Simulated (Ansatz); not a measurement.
# Effect of isotropic strain −0.55 % on CdSiP2

The parent structure is CdSiP₂ in the chalcopyrite structure (space group I-42d, No. 122; a = 5.7239 Å, c = 10.5825 Å).

Perturbation: an isotropic linear strain of −0.55 %, atoms relaxed at fixed cell.

Calculations: Kohn–Sham DFT with the PBE functional, run in Ansatz (an electronic-structure program) with PAW and 420 eV plane waves, no SOC. k-mesh 8×8×8 (Γ-centred); smearing 0.05 eV (Fermi–Dirac).

| quantity | base | changed | shift |
|---|---|---|---|
| volume per atom | 21.67 Å³ | 21.31 Å³ | -0.36 Å³ |
| shortest interatomic distance | 2.273 Å | 2.262 Å | -0.011 Å |
| energy relative to the base (free energy F) | 0 meV/atom | +1.4 meV/atom | +1.4 meV/atom |
| band gap | 1.42 eV | 1.39 eV | -0.03 eV |
| gap character | direct at Γ | direct at Γ | – |
| mean gap deformation potential ΔEg/Δln V | – | +2.1 eV | – |
| width of the top valence band | 0.81 eV | 0.84 eV | +0.024 eV |
| electron mass | 0.70 mₑ along c, 0.28 mₑ across (at Γ) | 0.69 mₑ along c, 0.28 mₑ across (at Γ) | – |
| hole mass | 0.14 mₑ along c, 0.47 mₑ across (at Γ) | 0.14 mₑ along c, 0.46 mₑ across (at Γ) | – |
| valence-band top at Γ (three highest levels, from the VBM) | 0.00, -0.25, -0.25 eV | 0.00, -0.26, -0.26 eV | – |

Masses are band curvatures over ±0.01 Å⁻¹ around the edge. No phonon test of stability was made.
